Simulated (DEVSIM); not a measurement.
Structure: Ti/Al2O3/n-Ge capacitor, at 300 K.

```tsv
layer (left to right)	material	thickness (nm)	Nd (cm⁻³)
1	Al2O3	29.0	-
2	Ge	3700	2.6e16
```

Metal gate on the left, work function 4.33 eV. Fixed charge at the semiconductor interface -3.7e10 cm⁻² (in units of +e); no interface traps.

Constants are typed, rounded textbook-type inputs, not results; the design itself was drawn at random and stands for no fabricated device. Values at 300 K.

| parameter | Al2O3 | Ge |
|---|---|---|
| gap (eV) | 6.8 | 0.664 |
| affinity (eV) | 1.35 | 4 |
| permittivity | 9 | 16 |
| Nc (cm⁻³) | - | 1.04e19 |
| Nv (cm⁻³) | - | 6e18 |

DEVSIM, 1D Poisson equation in equilibrium, Boltzmann statistics, complete ionisation; no quantum confinement or tunnelling. Metal contacts follow the ideal Schottky-Mott rule: no Fermi-level pinning, no interface dipoles.

### Question
Give the band bending (positive: bands bend down) and minority sheet density.

### Answer

```csv
Vg (V),ψs (V),minority carriers (cm⁻²)
-1.3,-0.508,1.2e12
-1,-0.489,7.7e11
-0.7,-0.457,3.2e11
-0.4,-0.361,1.2e10
-0.1,-0.155,< 1e8
0.2,0.001,< 1e8
0.5,0.073,< 1e8
0.8,0.108,< 1e8
1.1,0.130,< 1e8
1.4,0.146,< 1e8
```
